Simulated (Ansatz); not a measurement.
The starting structures come from a database of crystals and need not be the phases stable at ambient conditions.

 Where the default PAW files enter, the runs use the earlier of Ansatz's two default sets.

By PBEsol, the system below comes out a metal.

Without scattering a metal conducts by its projected Fermi surface.

Input:

```
Cr3Ge
1.0
    6.43381     0.00000     0.00000
   -3.21690     5.57184     0.00000
    3.21690     1.85728     2.62659
Cr Ge
6 2
Direct
  0.75000   0.00000   0.75000
  0.25000   0.00000   0.25000
  0.75000   0.25000   0.25000
  0.25000   0.75000   0.75000
  0.50000   0.50000   0.25000
  0.50000   0.50000   0.75000
  0.00000   0.00000   0.00000
  0.00000   0.50000   0.50000
```

Space group of this cell: Pm-3n, A15 (Cr3Si type). The cell is taken as given; by PBEsol its mean pressure is -3.4 GPa.

The current flows along the normal of the first two printed cell vectors, the (111) plane of the conventional cell. No spin-orbit coupling; the value is a mean over 0.1 eV about the Fermi level.

Problem. State the ballistic conductance per area according to Ansatz (an electronic-structure program) with PBEsol.

Solution. 0.89 × 10¹⁵ S/m² for both spins.
